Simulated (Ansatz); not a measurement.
The parent structure is P (space group I4_132, No. 214; a = 6.029 Å; a hypothetical phase, not in the database extracts checked).

Structures relaxed with PBEsol (Ansatz, a first-principles code), no spin-orbit coupling.

Base:

Simulated powder pattern, Cu Kα, λ = 1.54184 Å (kinematic, ideal powder, no thermal factors, no anomalous dispersion; the 8 strongest lines at most, above 2 %, up to 2θ = 90°):

| 2θ (°) | I/Imax (%) | hkl |
|---|---|---|
| 20.84 | 100 | (110) |
| 36.50 | 40 | (211) |
| 47.70 | 18 | (310) |
| 52.58 | 17 | (222) |
| 57.16 | 20 | (321) |
| 61.52 | 8.0 | (400) |
| 65.70 | 9.8 | (330) |
| 81.38 | 11 | (431) |

It is then changed as follows: a hydrostatic pressure of 5 GPa.

After the change:

Simulated powder pattern, Cu Kα, λ = 1.54184 Å (kinematic, ideal powder, no thermal factors, no anomalous dispersion; the 8 strongest lines at most, above 2 %, up to 2θ = 90°):

```tsv
2θ (°)	I/Imax (%)	hkl
21.45	100	(110)
37.61	40	(211)
49.18	17	(310)
54.24	17	(222)
59.00	20	(321)
63.52	7.8	(400)
67.88	9.7	(330)
84.29	11	(431)
```

The indices refer to the base's conventional cell; one index is shown for lines that coincide.

Load acts through the strain it causes; cell and atoms are relaxed under it. Whether these cells are dynamically stable was not tested. Competing high-pressure phases were not computed.
